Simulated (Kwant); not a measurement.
System: wire with a side stub in a Ge (holes) two-dimensional gas. Effective mass 0.06 mₑ, grid spacing 3 nm, hard walls, nominal width 60 nm (19 grid rows, so walls 60 nm apart), one parabolic valley, scattering region 180 nm long along x; energies count from the band bottom; Fermi energy swept from 0.0013927 to 0.016538 eV. Closed stub on one side, 51 nm wide and 60 nm deep.

Constants are typed, rounded textbook-type inputs, not results; the design itself was drawn at random and stands for no fabricated device.

Kwant, effective-mass tight-binding model on a square grid, one spin, coherent transport at 0 K. Conductance is in e²/h.

Problem. How many channels do the leads carry at E = 10.7, 10.9, 11.6 meV?

Solution. The hard-wall thresholds are n² ħ²π²/(2mW²) = n² × 1.74 meV with W = 60 nm. √(10.7/1.74) = 2.48, so 2. √(10.9/1.74) = 2.51, so 2. √(11.6/1.74) = 2.58, so 2.
